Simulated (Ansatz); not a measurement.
What pressure −1 GPa does to PtTe2

Start from PtTe2 (space group P-3m1, No. 164; a = 4.009 Å, c = 4.959 Å; layered).

Perturbation: a negative pressure, −1 GPa.

All numbers come from PBEsol-D3(BJ) in Ansatz (plane waves to 420 eV, PAW, no spin-orbit coupling). k-mesh 13×13×10 (Γ-centred); smearing 0.05 eV (Fermi–Dirac).

```csv
quantity,base,changed,shift
volume per atom,23.01 Å³,23.30 Å³,+0.29 Å³
c/a ratio,1.237,1.244,+0.007
shortest interatomic distance,267.5 pm,268.0 pm,+0.5 pm
enthalpy H = E + PV relative to the base's energy,–,-0.14 eV/atom,–
band gap,zero,zero,–
```

Final structure:

```
PtTe2
1.0
    4.01824     0.00000     0.00000
   -2.00912     3.47990     0.00000
    0.00000     0.00000     4.99824
Te Pt
2 1
Direct
  0.33333   0.66667   0.26858
  0.66667   0.33333   0.73142
  0.00000   0.00000   0.00000
```

Cost of the whole job for the changed cell (relaxation, final SCF and bands): very roughly 110 core-seconds.

Load acts through the strain it causes; cell and atoms are relaxed under it. No phonon test of stability was made. The final runs are not spin-polarised.

Ansatz is a quantum-chemistry and plane-wave program.
